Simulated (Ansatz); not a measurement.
Results of r²SCAN (PAW; Ansatz, a program for electronic structure) for cubic perovskite BaHfO3.

Numerical settings: plane-wave cutoff 560 eV, 8×8×8 k mesh, Fermi–Dirac smearing 0.01 eV, scalar-relativistic PAW data made under PBE.

The cell has the measured lattice: a = 4.171 Å, b = 4.171 Å, c = 4.171 Å, α = 90.00°, β = 90.00°, γ = 90.00°.

Problem. What does this level give for the band gap and smallest direct gap on the k points sampled?

Solution. 
- band gap = 4.20 eV
- smallest direct gap on the k points sampled = 4.32 eV

Note: cell and atoms aren't relaxed at this level (pressure 0.8 GPa).

Spin–orbit coupling is not included.

The computed numbers hold no vibrational or temperature effects.
